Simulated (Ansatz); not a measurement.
# Pressure series in TiO2

Take TiO2 in the rutile structure (space group P4_2/mnm, No. 136; a = 4.591 Å, c = 2.939 Å) as the base.

Cell and atoms are relaxed at each pressure.

Method: Ansatz (a quantum-chemistry and plane-wave program) PBEsol, no spin-orbit coupling.

Notes on the quantities. enthalpy: H = E + PV relative to the base's energy.

| variant | lattice parameter a | enthalpy |
|---|---|---|
| base | 8.676 bohr | – |
| pressure −2 GPa | 8.709 bohr | -0.13 eV/atom |
| pressure −1 GPa | 8.692 bohr | -0.06 eV/atom |
| pressure 3 GPa | 8.630 bohr | +0.19 eV/atom |
| pressure 7 GPa | (withheld) | +0.44 eV/atom |
| pressure 15 GPa | 8.477 bohr | +0.94 eV/atom |
| pressure 30 GPa | 8.326 bohr | +1.83 eV/atom |
| pressure 50 GPa | 8.165 bohr | +2.96 eV/atom |
| pressure 75 GPa | 8.003 bohr | +4.30 eV/atom |
| pressure 100 GPa | 7.867 bohr | +5.58 eV/atom |

Complete the table.


- pressure 7 GPa, lattice parameter a: 8.575 bohr

Load acts through the strain it causes; cell and atoms are relaxed under it. Stability against distortions was not tested. Competing high-pressure phases were not computed. The final runs are not spin-polarised.
